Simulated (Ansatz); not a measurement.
Variants of one calculation on Mg3V (P6_3/mmc, 8 atoms in the cell)

```xyz
8
Lattice="6.3133 0.0000 0.0000 -3.1567 5.4675 0.0000 0.0000 0.0000 5.0538" Properties=species:S:1:pos:R:3 pbc="T T T"
Mg     1.6206     0.9357     3.7904
Mg     1.5360     4.5318     1.2635
Mg     0.0000     1.8714     1.2635
Mg     3.1567     3.5961     3.7904
Mg     4.6927     0.9357     3.7904
Mg    -1.5360     4.5318     1.2635
V      0.0000     3.6450     3.7904
V      3.1567     1.8225     1.2635
```
Moments meant for the start (each program seeds them in its own way; μB, in the order of the atoms Mg Mg Mg Mg Mg Mg V V): 0.0 0.0 0.0 0.0 0.0 0.0 2.0 2.0.

Base run A: PBEsol, default PAW files made with PBE run with Ansatz (a quantum-chemistry and plane-wave program), self-consistent single point.

Its settings: basis.ecutwfc = 30.9 Ry; kpoints.mp_grid.grid = 3 3 4; hamiltonian.xc = pbesol; hamiltonian.pseudopotentials = {kind: paw} (the program's default PAW files); magnetization.spin_polarized = true; scf.occupations.method = methfessel_paxton; scf.occupations.width = 0.0073 Ry.

The starting cell comes from a database of computed structures (which also holds hypothetical and non-ambient phases and stackings), without a prior relaxation at this level. Its lattice was rescaled by a random factor within 2.5 % of one. The magnetic order is the one reached from the typed start; others were not searched systematically. The program warned that, by what it read of turns of the moments, another magnetic order lies lower. In the base run, with a pressure of about -4 GPa the cell is away from its equilibrium volume at this level. Ansatz's pressure includes its estimate of the finite-basis (Pulay) stress. Without a gap this mesh is coarse (it stands for a supercell whose shortest vector is 19 Å).

ΔF is the free energy per atom less that of run A. 

```csv
run,change,ΔF (meV/atom),pressure (GPa),largest force (eV/Å),size of the net moment (μB/atom),k-points,valence electrons
A,base,0.00,-3.69,0.112,0.79,9,86
B,kpoints.mp_grid.grid: 3 3 4 → 10 10 10,-2.5,-3.55,0.071,0.81,84,86
C,scf.convergence.dr2_threshold: default (1e-07 eV) → 0.01 eV,0.23,-3.72,0.110,0.78,9,86
D,scf.occupations.method: methfessel_paxton → gaussian; scf.occupations.width: 0.0073 Ry → 0.0037 Ry,-0.76,-3.68,0.112,0.79,9,86
E,"1 x 1 x 2 supercell, mesh divided to match; kpoints.mp_grid.grid: 3 3 4 → 3 3 2",0.00,-3.69,0.112,0.79,6,172
F,kpoints.mp_grid.grid: 3 3 4 → 2 2 2; scf.occupations.width: 0.0073 Ry → 0.0022 Ry,-11.2,-3.67,0.025,0.78,4,86
G,scf.lower_state_search: default → off,0.00,-3.69,0.112,0.79,9,86
H,scf.mixing.algorithm: default (the program chose MSR1) → broyden; scf.mixing.ndim: default → 12,0.00,-3.69,0.112,0.79,9,86
```

Run B against A: The free energy falls by 2.5 meV/atom, the pressure goes from -3.69 to -3.55 GPa, the largest force goes from 0.112 to 0.071 eV/Å and the size of the net moment hardly changes (0.79 to 0.81 μB/atom).

Run F against A: The free energy goes down by 11.2 meV/atom, the pressure hardly changes (-3.69 to -3.67 GPa), the largest force goes from 0.112 to 0.025 eV/Å and the size of the net moment moves little (0.79 to 0.78 μB/atom).

Run C against A: The free energy stays essentially unchanged (within 1 meV/atom), the pressure moves little (-3.69 to -3.72 GPa), the largest force hardly changes (0.112 to 0.110 eV/Å) and the size of the net moment hardly changes (0.79 to 0.78 μB/atom).

Keys are those of Ansatz 0.2.
